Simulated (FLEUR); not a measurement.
FLEUR run on LaPt2 (Fd-3m, 6 atoms in the cell): self-consistent single point.

Method: PBEsol, all-electron FLAPW (FLEUR), scalar-relativistic valence.

The change in words: lattice scaled by 0.98. Reference geometry:
```xyz
6
Lattice="0.0000 3.9163 3.9163 3.9163 0.0000 3.9163 3.9163 3.9163 0.0000" Properties=species:S:1:pos:R:3 pbc="T T T"
La     3.9163     3.9163     3.9163
La     5.8745     5.8745     5.8745
Pt     0.9791     0.9791     0.9791
Pt     0.9791     2.9372     2.9372
Pt     2.9372     2.9372     0.9791
Pt     2.9372     0.9791     2.9372
```

Reference input (self-consistent single point, DFT, PBEsol, all-electron FLAPW (FLEUR), scalar-relativistic valence): Kmax = 4.1 1/bohr; GmaxXC = 14.3 1/bohr; xcFunctional = PBEs; jspins = 1; l_soc = F; mode = gauss; fermiSmearingEnergy = 0.00734986 Htr; mesh (inpgen div1-3) = 7 7 7; inpgen gamma flag = false; Gmax = 14.3 1/bohr; numbands = 0; maxIterBroyd = 99. This run's input differs from it in these lines:

```diff
@@ -3,5 +3,5 @@
 &input film=f /
--0.0000000000 3.9163080000 3.9163080000
-3.9163080000 0.0000000000 3.9163080000
-3.9163080000 3.9163080000 0.0000000000
+-0.0000000000 3.8379820000 3.8379820000
+3.8379820000 -0.0000000000 3.8379820000
+3.8379820000 3.8379820000 -0.0000000000
 1.8897261246
@@ -48,5 +48,5 @@
          <bravaisMatrix>
-            <row-1>    0.0000000000000000     7.4007495395799765     7.4007495395799765</row-1>
-            <row-2>    7.4007495395799765     0.0000000000000000     7.4007495395799765</row-2>
-            <row-3>    7.4007495395799765     7.4007495395799765     0.0000000000000000</row-3>
+            <row-1>    0.0000000000000000     7.2527348511445560     7.2527348511445560</row-1>
+            <row-2>    7.2527348511445560     0.0000000000000000     7.2527348511445560</row-2>
+            <row-3>    7.2527348511445560     7.2527348511445560     0.0000000000000000</row-3>
          </bravaisMatrix>
```

Output, abridged:

```
 Iteration:     1   Distance:      21.13443965 me/bohr^3
 Iteration:     2   Distance:      15.70802434 me/bohr^3
 Iteration:     3   Distance:       7.94972331 me/bohr^3
 Iteration:     4   Distance:       5.91146259 me/bohr^3
 Iteration:     5   Distance:       2.92032953 me/bohr^3
   [... 8 lines left out ...]
 Iteration:    14   Distance:       0.00050528 me/bohr^3
 Iteration:    15   Distance:       0.00052724 me/bohr^3
 Iteration:    16   Distance:       0.00008160 me/bohr^3
 Iteration:    17   Distance:       0.00000674 me/bohr^3
 Run finished successfully
 Stop message:
   Structural relaxation: Done

[file out, last iteration]
             iter=     18
[...]
          total density-effective poten   -1.5829885656E+05
          total charge density-energy d   -1.8105158591E+03
 Updated energy parameters for spin:           1
[...]
 fermi energy and band-weighting factors:
   [... 6 lines left out ...]

[...]
FERMIE:
          first approx. to ef    (T=0)  :   0.564644 htr   (energy of the highest occ. eigenvalue)
          number of occ. states  (T=0)  :        858
          first approx. to seigv (T=0)  : -16.442067 htr
          sum of weights of occ. states :  43.008746
          sum of semicore charge        :   0.000000 e
          fermi energy=   0.56354 har   work function= -15.33462 ev
          number of valence electrons=  86.00000
   [... lines left out ...]
          total moment                 =     0.00000
 Direct bandgap for spin            1 :    1.1454160216702869E-002  Htr
 ---->    free energy=                    -90755.3627219526 htr
   [... lines left out ...]
      extrapolation for T->0
 ---->    total electron energy=          -90755.3627219526 htr
 ***** TOTAL FORCES ON ATOMS *****
 TOTAL FORCE FOR ATOM TYPE=  1  X=  5.440   Y=  5.440   Z=  5.440
                       FX_TOT= 0.000000 FY_TOT= 0.000000 FZ_TOT= 0.000000
 TOTAL FORCE FOR ATOM TYPE=  2  X=  0.000   Y=  0.000   Z=  0.000
                       FX_TOT= 0.000000 FY_TOT= 0.000000 FZ_TOT= 0.000000
 Structural relaxation: Done
```

The run converged in 17 iterations. FLEUR gives forces in its relaxation mode, with a further iteration, so its stop message speaks of a relaxation. Against the reference run the total energy goes up by 2.2 meV/atom.

The starting cell comes from a database of computed structures (which also holds hypothetical and non-ambient phases and stackings), without a prior relaxation at this level. Its lattice was rescaled by a random factor within 2.5 % of one. For this run, on top of that: lattice scaled by 0.98. Spin-orbit coupling is off. Spin polarisation is off. Values depend on the basis (sphere radii, cutoffs, local orbitals), which need not be converged. The log's line on a gap gives a spacing of levels on this mesh, which the program prints for metals too.

Cost on one core of a shared machine: roughly 2 min.
